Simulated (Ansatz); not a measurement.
Where the default PAW files enter, the runs use the earlier of Ansatz's two default sets.

Tunnelling through a barrier is set by its complex band structure: the current falls as exp(−2κd) with the smallest κ.

Here is the system:

```
CELL_PARAMETERS angstrom
      3.73133     0.00000     0.00000
     -1.86567     3.23143     0.00000
      0.00000     0.00000    42.72382
ATOMIC_POSITIONS crystal
  Zn 0.66667 0.33333 0.07150
  Zn 0.33333 0.66667 0.57150
  Zn 0.00000 0.00000 0.64290
  Zn 0.00000 0.00000 0.14290
  Zn 0.33333 0.66667 0.78570
  Zn 0.66667 0.33333 0.28570
  Zn 0.00000 0.00000 0.35720
  Zn 0.00000 0.00000 0.85720
  Zn 0.66667 0.33333 0.92860
  Zn 0.33333 0.66667 0.42860
  Zn 0.33333 0.66667 0.21430
  Zn 0.66667 0.33333 0.71430
  Zn 0.33333 0.66667 0.00000
  Zn 0.66667 0.33333 0.50000
  S  0.33333 0.66667 0.48200
  S  0.66667 0.33333 0.98200
  S  0.33333 0.66667 0.05360
  S  0.66667 0.33333 0.55360
  S  0.66667 0.33333 0.33930
  S  0.33333 0.66667 0.83930
  S  0.00000 0.00000 0.41070
  S  0.00000 0.00000 0.91070
  S  0.66667 0.33333 0.76780
  S  0.33333 0.66667 0.26780
  S  0.00000 0.00000 0.19640
  S  0.00000 0.00000 0.69640
  S  0.66667 0.33333 0.12500
  S  0.33333 0.66667 0.62500
```

Space group of this cell: P6_3mc. The cell is strained (all lengths scaled by 0.98); by r2SCAN its mean pressure is 5.6 GPa.

Transport runs along the normal of the first two printed cell vectors, the (001) plane of the conventional cell.

No gap correction and no spin-orbit coupling; mid-gap values are interpolated between computed energies.

Give the band gap and the smallest decay constant κ at mid-gap that r2SCAN (Ansatz, a first-principles code) yields.

Gap 3.00 eV on a 12×12×1 mesh; κ = 0.184 1/Å, at the zone centre.
